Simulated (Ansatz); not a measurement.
Defect: interstitial Na in zinc-blende ZnS, charge state +1. The step: one Na atom jumps by itself; the atom moves 2.36 Å along (0.25, 0.25, 0.25) of the unit cell; the moving atom starts with neighbours 6 S at 2.72; 4 Zn at 2.61 Å and ends with 4 S at 2.46; 6 Zn at 2.85 Å. A PBE band in Ansatz (plane-wave PAW, the Γ point alone, 64 host sites, 97 SCF runs with any check of the saddle's order, static, no finite-size correction) gives a forward barrier of 0.85 eV. The program found a first-order saddle point. The charge state is imposed; whether it is stable for some Fermi level was not computed. Sites that were not tried may lie lower.

Single points at the band's start and saddle point can refine it. Rough cost of one point, in units of the band's mean SCF on the same machine:

```json
[
 {"Level": "PBE, a 2×2×2 k-point mesh shifted by half a step", "Cost of one point": "about 9"},
 {"Level": "r2SCAN at 500 eV, the Γ point alone", "Cost of one point": "about 3"}
]
```

Which of these move the barrier by more than 0.1 eV, and how far does each move it?

Not one does. PBE, a 2×2×2 k-point mesh shifted by half a step: +0.02 eV; r2SCAN at 500 eV, the Γ point alone: +0.03 eV. Each functional is compared with PBE at the same k-points.

Ansatz is a quantum-chemistry and plane-wave program.
